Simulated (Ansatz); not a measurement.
# BP with two functionals, pressure −2 GPa

The reference is BP in the zinc blende structure (space group F-43m, No. 216; a = 4.548 Å).

(Cell as relaxed with PBE.)

Levels (all Ansatz, a quantum-chemistry and plane-wave program, PAW): PBE (420 eV, scalar-relativistic without spin-orbit coupling); r2SCAN (500 eV, no spin-orbit coupling).

Each level relaxes its own structure.

| base | PBE | r2SCAN |
|---|---|---|
| volume per atom | 11.76 Å³ | 11.67 Å³ |
| lattice parameter a | 4.548 Å | 4.537 Å |
| band gap | 1.25 eV | 1.41 eV |

Modification: hydrostatic tension (pressure −2 GPa).

```tsv
quantity	PBE	r2SCAN
band gap	1.27 eV	___
hole mass (degenerate bands, along [100])	0.26, 0.26, 0.33 mₑ (at Γ)	___
smallest direct gap	3.38 eV	___
shift of the gap caused by the change	+0.02 eV	___
volume per atom	11.91 Å³	___
```

Question: What does r2SCAN give?

Answer: 
- band gap, r2SCAN: 1.43 eV
- hole mass (degenerate bands, along [100]), r2SCAN: 0.24, 0.24, 0.31 mₑ (at Γ)
- smallest direct gap, r2SCAN: 3.58 eV
- shift of the gap caused by the change, r2SCAN: +0.02 eV
- volume per atom, r2SCAN: 11.81 Å³

PBE's band gap lies 0.16 eV below r2SCAN's; PBE's smallest direct gap lies 0.208 eV below r2SCAN's; PBE's volume per atom lies 0.10 Å³ above r2SCAN's (0.8 %); the two agree on the shift of the gap caused by the change. Neither level is exact; r2SCAN is the comparison here, not a measurement.

Load acts through the strain it causes; cell and atoms are relaxed under it. Effective masses come from finite differences of ±0.01 Å⁻¹. Stability against distortions was not tested.
